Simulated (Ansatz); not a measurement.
The parent structure is ZnS (space group P4_2/mnm, No. 136; a = 6.518 Å, c = 3.808 Å; a hypothetical phase, not in the database extracts checked). Axes: x, y, z lie along a, b, c of the conventional cell.

It is then changed as follows: tensile biaxial strain of 1.74 % in the plane normal to [001], as in epitaxy on a mismatched substrate; the out-of-plane cell vector and the atoms relax.

Levels (all Ansatz, a program for electronic structure, PAW): PBEsol (420 eV, without spin-orbit coupling); HSE06 (420 eV, no SOC).

The geometry is relaxed with PBEsol.

| Quantity | Value |
|---|---|
| PBEsol band gap | 2.08 eV |

Task: Predict the band gap from HSE06.

Result: The band gap grows by 1.37 eV, from 2.08 eV to 3.45 eV.

Single points use the geometry relaxed with PBEsol. No phonon test of stability was made.
